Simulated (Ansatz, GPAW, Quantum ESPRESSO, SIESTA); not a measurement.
# Re (P6_3/mmc, 2 atoms in the cell) computed with different codes at matched settings

Self-consistent single point, at a second geometry (lattice scaled by 0.98). First geometry:

```yaml
crystal:
  lattice:
    - [1.39118, -2.40959, 0.00000]
    - [1.39118, 2.40959, 0.00000]
    - [0.00000, 0.00000, 4.49613]
  atoms:
    - { symbol: Re, position: [0.33333, 0.66667, 0.25000] }
    - { symbol: Re, position: [0.66667, 0.33333, 0.75000] }
```

Shared settings, as Ansatz (a program for electronic structure) writes them: kpoints.mp_grid.grid = 14 14 7; scf.occupations.method = gaussian; scf.occupations.width = 0.1 eV. Potentials and cutoffs stand in the table.

```json
[
 {"code": "SIESTA", "model": "GGA PBE, numerical atomic orbitals DZP, PseudoDojo PBE standard norm-conserving potentials (rewritten from UPF to PSML)", "ΔF from the first geometry (meV/atom)": "56.5", "pressure (GPa)": "24.55", "cutoff": "grid 400 Ry"},
 {"code": "Ansatz", "model": "PBE, default PAW files", "ΔF from the first geometry (meV/atom)": "48.5", "pressure (GPa)": "21.46", "cutoff": "default"},
 {"code": "GPAW", "model": "PBE, GPAW PAW datasets PBE (gpaw-data 1.0.1)", "ΔF from the first geometry (meV/atom)": "45.3", "pressure (GPa)": "20.89", "cutoff": "600 eV"},
 {"code": "Quantum ESPRESSO", "model": "PBE, PSlibrary PAW (PBE) pseudopotentials", "ΔF from the first geometry (meV/atom)": "42.2", "pressure (GPa)": "20.12", "cutoff": "60 Ry"}
]
```

On Ansatz's run: spin-orbit coupling is off. Spin polarisation is off.

The spread over the programs that give each value: ΔF from the first geometry within 14.3 meV/atom; pressure within 4.43 GPa.

SIESTA uses small atom-centred bases, whose incompleteness enters pressures, forces and empty levels differently from a plane-wave cutoff. Ansatz's pressure is given at a fixed set of plane waves, as the other plane-wave codes print theirs; with its correction for the finite basis it is 21.64 GPa. In the pressure, SIESTA (by 3.67) lies more than 1 GPa from the median of the plane-wave programs.

The starting cell has typed, rounded lattice constants, without a prior relaxation at this level. Its lattice was rescaled by a random factor within 2.5 % of one. For this run, on top of that: lattice scaled by 0.98.

Left out of this page: ABINIT (with a known weakness of the program); Elk and FLEUR (not drawn, or without a comparable value).

Keys are those of Ansatz 0.2.
